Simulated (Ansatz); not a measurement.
Data:

```xyz
2
Lattice="0.0000 3.3811 3.3811 3.3811 0.0000 3.3811 3.3811 3.3811 0.0000" Properties=species:S:1:pos:R:3 pbc="T T T"
Ba     0.0000     0.0000     0.0000
Te     3.3811     3.3811     3.3811
```

No spin polarisation.

Level of theory: PBE (Ansatz, an electronic-structure program), no spin-orbit coupling. Settings: 8×8×8 k-points, 0.05 eV Fermi–Dirac smearing.

Q: Predict the gap character.

A: Indirect, Γ → X.

Q: Estimate the band gap.

A: 1.36 eV.

Q: Estimate the hole mass (degenerate bands, along [100]).

A: 0.15, 1.2, 1.2 mₑ (at Γ).

Spin-orbit coupling, missing from the scalar runs, can matter with Te. Load acts through the strain it causes; cell and atoms are relaxed under it. Masses are band curvatures over ±0.01 Å⁻¹ around the edge. Whether these cells are dynamically stable was not tested. Competing high-pressure phases were not computed. The cell was made from BaTe in the rock salt structure (space group Fm-3m, No. 225) by this change: pressure 5 GPa.
